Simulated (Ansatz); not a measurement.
Consider O vacancy in monoclinic ZrO2, charge state +2. The step: a nearby O atom hops onto the vacant site; the atom moves 1.89 Å along (-0.35, -0.08, -0.13) of the unit cell; from a vacant O site with 3 nearest neighbours to a vacant O site with 4 nearest neighbours; the moving atom starts with neighbours O at 2.62, O at 2.67, O at 2.70; Zr at 2.10, Zr at 2.16, Zr at 2.42, Zr at 2.43 Å and ends with Zr at 2.05, Zr at 2.07, Zr at 2.33 Å. A PBE band in Ansatz (plane-wave PAW, the Γ point alone, 96 host sites, 27 SCF runs with any check of the saddle's order, static, no finite-size correction) gives a forward barrier of 0.70 eV. The saddle point's order was not checked. The charge state is imposed; whether it is stable for some Fermi level was not computed. Forms of the defect that were not tried may lie lower.

Single points at the band's start and saddle point can refine it. Rough cost of one point, in units of the band's mean SCF on the same machine:

```tsv
Level	Cost of one point
PBE, a 2×2×2 k-point mesh shifted by half a step	about 7
r2SCAN at 500 eV, the Γ point alone	about 2
HSE06, Γ point alone	about 20
```

Task: Which of these move the barrier by more than 0.1 eV, and how far does each move it?

Result: Not one does. PBE, a 2×2×2 k-point mesh shifted by half a step: +0.02 eV; r2SCAN at 500 eV, the Γ point alone: +0.04 eV; HSE06, Γ point alone: -0.04 eV. Each functional is compared with PBE at the same k-points.

Ansatz is a quantum-chemistry and plane-wave program.
